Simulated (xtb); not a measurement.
xtb 6.7.1, GFN2-xTB: Si(F)(Me)(Et)(OH) (CC[Si](C)(O)F), 15 atoms. The geometry is a generated start, not checked to be a minimum at this level.

```
Property                                                                                                       Result
------------------------  -------------------------------------------------------------------------------------------
method                                                                                                       GFN2-xTB
--acc                                                                                                     1 (default)
--etemp (K)                                                                                             300 (default)
detailed input (--input)  none: ANC optimiser, Lindh (1995) Hessian, microcycle=20, maxdispl=1.0, hlow=0.01 (default)
basis functions                                                                                                    39
valence electrons                                                                                                  38
```

```xyz
15

C      1.6414    -1.0760    -0.4535
C      0.8851     0.1740    -0.9021
Si    -0.4346     0.7513     0.3351
C     -1.7928    -0.5204     0.6897
O     -1.0848     2.1761    -0.1110
F      0.3279     1.0780     1.7370
H      0.9621    -1.9179    -0.3424
H      2.1277    -0.9020     0.5035
H      2.4016    -1.3471    -1.1831
H      0.4246    -0.0194    -1.8720
H      1.6039     0.9801    -1.0641
H     -2.3260    -0.7961    -0.2140
H     -2.5195    -0.1240     1.3911
H     -1.3753    -1.4242     1.1204
H     -0.8414     2.9676     0.3651
```

The structure is relaxed from this start with --opt LEVEL for the levels crude, sloppy, loose, lax, normal, tight, vtight, extreme, once each. Up to the end of the extreme run atoms move by at most 0.35 Å along an axis.

Which level is enough to come within 5 meV of the tightest end point?

normal: 22 cycles against 32, ending 0.56 meV above.

| level | cycles | energy above the extreme run (meV) | gradient norm (eV/Å) |
|---|---|---|---|
| crude | 1 | 8.8 | 0.19 |
| sloppy | 1 | 8.8 | 0.19 |
| loose | 1 | 8.8 | 0.19 |
| lax | 3 | 7.8 | 0.074 |
| normal | 22 | 0.56 | 0.017 |
| tight | 29 | 0.010 | 0.013 |
| vtight | 31 | under 0.01 | 0.0022 |
| extreme | 32 | — | 0.0019 |
